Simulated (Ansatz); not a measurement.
Ansatz (a quantum-chemistry and plane-wave program) run on Lu (P6/mmm, 3 atoms in the cell): zone-centre phonon calculation.

Method: PBE (plane waves, PAW; Ansatz).

```xyz
3
Lattice="5.5107 0.0000 0.0000 -2.7553 4.7724 0.0000 0.0000 0.0000 3.3517" Properties=species:S:1:pos:R:3 pbc="T T T"
Lu     0.0000     0.0000     0.0000
Lu     0.0000     3.1816     1.6758
Lu     2.7554     1.5908     1.6758
```

Reference input (self-consistent single point, DFT, PBE, plane waves, default PAW files): kpoints.mp_grid.grid = 5 5 7; hamiltonian.xc = pbe; hamiltonian.pseudopotentials = {kind: paw} (the program's default PAW files); scf.occupations.method = cold; scf.occupations.width = 0.272 eV. This run's input differs from it in these lines:

```diff
@@ -17,6 +17,5 @@
   occupations: { method: cold, width: 0.272 eV }
-output:
-  forces: true
-  eigenvalues: true
-  stress: true
+  convergence: { dr2_threshold: 1.0e-04 eV }
+phonons:
+  method: dfpt
```

Output (repeated stretches shortened):

```
SCF iter   1: F=—  HF=-44196.997731 eV  |F-HF|=—  |Δ(HF+E_count)|=         —  Δρ=2.83e-3  dr2=5.79e-3  ethr=1.77e-3  ⟨swp⟩=5.4  Hψ=6402  notcnv=0
all-band conjugate gradients solve this SCF's bands
preconditioner: auto → Kerker (q_TF=auto, 2.656 Å⁻¹)
SCF iter   2: F=—  HF=-44196.989164 eV  |F-HF|=—  |Δ(HF+E_count)|=   8.57e-3  S|Δr|=    0.00e0  Δρ=2.04e-3  dr2=3.37e-3  ethr=7.72e-6  ⟨swp⟩=2.9  Hψ=3954  notcnv=0
   [... lines left out ...]
SCF iter   5: F=—  HF=-44196.988043 eV  |F-HF|=—  |Δ(HF+E_count)|=   6.61e-5  S|Δr|=    0.00e0  Δρ=1.71e-4  dr2=1.98e-5  ethr=1.33e-7  ⟨swp⟩=20.5  Hψ=25097  notcnv=0
SCF iter   6: F=-44196.988021 eV  HF=-44196.988037 eV  |F-HF|=1.59e-5  |Δ(HF+E_count)|=   5.67e-6  S|Δr|=    0.00e0  Δρ=8.45e-5  dr2=3.69e-6  ethr=2.64e-8  ⟨swp⟩=20.2  Hψ=24713  notcnv=0
solved again in the potential of the output density, not every published eigenvalue holds within its bar: 755 eigenvalues moved, the lowest at band 12 …
SCF 1 converged in 6 iterations: F = -44196.988021 eV  dr2 = 3.69e-6
the response reads at least the filled bands of the reference SCF and the lowest empty band at each k-point, and that SCF's band table does not vouch for those …
DFPT response loops at Γ: preconditioner auto → Kerker (q_TF=auto, 2.656 Å⁻¹) (partly filled bands, converged f_vac=0.000) …
Stability not checked (fill_not_monotonic)
Free energy (F): -44196.988021 eV
   [... lines left out ...]
Fermi energy:    13.551354 eV
   [... lines left out ...]
  ASR residual: 7.732e-2 → 0.000e0 eV/Å²; symmetrization residual: 6.770e-5 eV/Å²
  ASR residual per site (eV/Å²): 7.73e-2 3.41e-2 3.41e-2
  Γ frequencies (cm⁻¹): 0.00 0.00 0.00 36.02 86.41 86.41 93.55 114.46 114.46
  non-analytic LO–TO correction: not included (Born effective charges unavailable; polar crystals: no LO–TO splitting at Γ)
```

The run converged in 6 iterations. 

Summary of the result:
- Free energy E − TS (on the zero of these files) = -44196.9880 eV
- Fermi level (on the code's own zero) = 13.55 eV
- Zone-centre frequencies (cm⁻¹; negative means imaginary) = 0, 0, 0, 36, 86, 86, 94, 114, 114

The starting cell was generated: these elements placed on a structure prototype, without a prior relaxation; it need not be a known phase or ordering of this composition.

Cost on one core of a shared machine: roughly 80 s.

Keys are those of Ansatz 0.2.
